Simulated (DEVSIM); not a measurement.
Device: Ru/Si3N4/SiO2/p-Si capacitor, at 300 K.

Layer 1 from the left is Si3N4, thickness (nm) 26.0. Layer 2 from the left is SiO2, thickness (nm) 0.650. Layer 3 from the left is Si, thickness (nm) 8100, Na (cm⁻³) 1e15.

Metal gate on the left, work function 4.7 eV. Fixed charge at the semiconductor interface -8.1e11 cm⁻² (in units of +e); no interface traps.

Constants are typed, rounded textbook-type inputs, not results; the design itself was drawn at random and stands for no fabricated device. Values at 300 K.

Si3N4: gap (eV) 5.1, affinity (eV) 2.1, permittivity 7.5. SiO2: gap (eV) 9, affinity (eV) 0.9, permittivity 3.9. Si: gap (eV) 1.124, affinity (eV) 4.05, permittivity 11.7, Nc (cm⁻³) 2.86e19, Nv (cm⁻³) 3.1e19.

DEVSIM, 1D Poisson equation in equilibrium, Boltzmann statistics, complete ionisation; no quantum confinement or tunnelling. Metal contacts follow the ideal Schottky-Mott rule: no Fermi-level pinning, no interface dipoles.

**Question.** What does the simulation give for the threshold voltage (band bending 2φF)?

**Answer.** threshold voltage (band bending 2φF) 0.97 V.
